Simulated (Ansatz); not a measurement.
Start from PbBrF in the PbFCl type structure (space group P4/nmm, No. 129; a = 4.117 Å, c = 7.397 Å; a model cell). Axes: x, y, z lie along a, b, c of the conventional cell.

Computed with PBEsol-D3(BJ) (Ansatz, a program for electronic structure; PAW; 420 eV plane waves; spin-orbit coupling left out).

Perturbation: the cell is scaled by 1.0281 in all directions; the atoms relax in the strained cell.

### Question
Predict the stress tensor and what it implies for the stiffness.

### Answer
Stress of the strained cell less that of the base (GPa, compression positive):
```
  -4.04    0.00    0.00
   0.00   -4.04    0.00
   0.00    0.00   -3.11
```

Then B = −ΔP/(ΔV/V₀) with ΔV/V₀ = 0.0867 gives secant stiffness values (nonlinear terms included at this strain): B (at held cell shape, above the free-shape value) ≈ 43 GPa.

As a check, the harmonic strain energy −½ V₀ Δσ:ε is 21 meV/atom; the computed energy rise is 23 meV/atom.

Whether these cells are dynamically stable was not tested.
